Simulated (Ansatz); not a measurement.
Worked example: self-consistent single point of YSi2Rh3 (P6mm, 6 atoms in the cell) in Ansatz (an electronic-structure program).

Method of the run: PBEsol, harder PAW files (source: ansatz) made with PBE (plane waves; Ansatz).

```
CELL_PARAMETERS angstrom
      5.45552     0.00000     0.00000
     -2.72776     4.72462     0.00000
      0.00000     0.00000     3.59293
ATOMIC_POSITIONS crystal
  Y  0.00000 0.00000 0.01392
  Si 0.66667 0.33333 0.00000
  Si 0.33333 0.66667 0.00000
  Rh 0.00000 0.50000 0.50000
  Rh 0.50000 0.00000 0.50000
  Rh 0.50000 0.50000 0.50000
```

Reference input (self-consistent single point, DFT, PBEsol, plane waves, default PAW files made with PBE): basis.ecutwfc = 420 eV; kpoints.mp_grid.grid = 7 7 9; hamiltonian.xc = pbesol; hamiltonian.pseudopotentials = {kind: paw} (the program's default PAW files); scf.occupations.method = fermi_dirac; scf.occupations.width = 0.1 eV. This run's input differs from it in these lines:

Ansatz 0.2 input:
```diff
@@ -13,3 +13,3 @@
 basis:
-  ecutwfc: 420.0 eV
+  ecutwfc: 540.0 eV
 kpoints:
@@ -21,2 +21,3 @@
     kind: paw
+    source: ansatz
 scf:
```

Log, with long lists cut:

```
SCF iter   1: F=—  HF=-24071.892578 eV  |F-HF|=—  |Δ(HF+E_count)|=         —  Δρ=1.90e-1  dr2=5.68e1  ethr=3.10e-3  ⟨swp⟩=6.8  Hψ=7408  notcnv=0
all-band conjugate gradients solve this SCF's bands
preconditioner: auto → Kerker (q_TF=auto, 2.604 Å⁻¹)
SCF iter   2: F=—  HF=-24065.294039 eV  |F-HF|=—  |Δ(HF+E_count)|=    6.60e0  Δρ=7.07e-2  dr2=7.20e0  ethr=3.10e-3  ⟨swp⟩=3.3  Hψ=3772  notcnv=0
   [... lines left out ...]
SCF iter   6: F=—  HF=-24064.307549 eV  |F-HF|=—  |Δ(HF+E_count)|=   2.19e-5  Δρ=3.01e-4  dr2=2.06e-4  ethr=1.86e-6  ⟨swp⟩=2.7  Hψ=2456  notcnv=0
SCF iter   7: F=—  HF=-24064.307529 eV  |F-HF|=—  |Δ(HF+E_count)|=   2.04e-5  Δρ=1.09e-4  dr2=2.23e-5  ethr=2.94e-7  ⟨swp⟩=1.5  Hψ=1755  notcnv=0
SCF iter   8: F=—  HF=-24064.307508 eV  |F-HF|=—  |Δ(HF+E_count)|=   2.05e-5  Δρ=2.83e-5  dr2=1.21e-6  ethr=3.19e-8  ⟨swp⟩=2.5  Hψ=2430  notcnv=0
SCF iter   9: F=-24064.307508 eV  HF=-24064.307508 eV  |F-HF|=5.13e-9  |Δ(HF+E_count)|=   2.63e-7  Δρ=4.42e-6  dr2=1.38e-8  ethr=1.43e-10  ⟨swp⟩=7.9  Hψ=7827  notcnv=0
SCF 1 converged in 9 iterations: F = -24064.307508 eV  dr2 = 1.38e-8
Free energy (F): -24064.307508 eV
Internal energy: -24064.233538 eV  (E = F + TS)
E sigma→0 (E₀):  -24064.270523 eV
Entropy (-TS):   -0.073970 eV (-12.328 meV/atom)
Fermi energy:    16.620187 eV
--- Forces (eV/Å), atoms counted from 1 ---
  atom   1  Y      0.00000000     0.00000000    -0.06224962
  atom   2  Si     0.00000000    -0.00000000    -0.01856834
  atom   3  Si     0.00000000     0.00000000    -0.01856834
  atom   4  Rh     0.00000000    -0.00000000     0.03312967
  atom   5  Rh     0.00000000     0.00000000     0.03312967
  atom   6  Rh    -0.00000000     0.00000000     0.03312967
--- Stress (GPa, compression-positive) ---
        1.666356       0.000000       0.000000
        0.000000       1.666356       0.000000
        0.000000       0.000000       5.691089
  P = ⅓ Tr σ = 3.0079 GPa (30.079 kbar)
  The stress holds the Pulay correction. Without it, at fixed plane waves, as pw.x and ABINIT print it: P = 2.9936 GPa
```

The run converged in 9 iterations. Against the reference run the pressure hardly changes (2.97 to 3.01 GPa) and the largest force stays at 0.062 eV/Å.

The starting cell comes from a database of computed structures (which also holds hypothetical and non-ambient phases and stackings), without a prior relaxation at this level. Its lattice was rescaled by up to half a per cent. One atom was moved a little off its site on purpose. Spin polarisation is off. Ansatz's pressure includes its estimate of the finite-basis (Pulay) stress.
